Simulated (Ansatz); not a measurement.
Cost and result by functional for the adsorption energy of NH2 on the 1x1 (110) surface of bcc W, one in a 2x2 cell, started at the site 'hollow W-W-W', in Ansatz (plane waves, PAW). Single points on the PBE structure, on one kind of machine; costs are rough ratios of the slab run's core time (references not counted) to the cheapest single point. r2SCAN's cost holds its higher cutoff (500 against 420 eV). Differences are taken against r2SCAN for comparison alone: no measured value is at hand, so the table doesn't rank accuracy.

Set-up: 19 atoms, 6.6 Å thick at the start under the adsorbate (thin: gaps and levels are the slab's own); mesh 6x6x1; 0.1 eV smearing; dipole correction on; 8 atoms held, the rest relaxed; no symmetry held; no spin, no spin-orbit, no U, no dispersion correction. At the end it is bonded to 2 W. In PBE it is, or lies within 0.03 eV of, the lowest of the starts that converged. These notes are the PBE run's. Adsorption energies are against NH3(g) − ½ H2(g). A negative adsorption energy means that the adsorbate is more stable on the surface than in its reference.

| functional | relative cost | adsorption energy (eV) | less r2SCAN (eV) |
|---|---|---|---|
| RPBE | 1 | -0.84 | 0.42 |
| r2SCAN | 1 | -1.26 | 0.00 |
| PBE (the relaxed run's value) | – | -1.08 | 0.18 |

The values span 0.42 eV, while the single points' costs differ by a factor of roughly 1. Differences are of unrounded values.

Ansatz is a program for electronic structure.
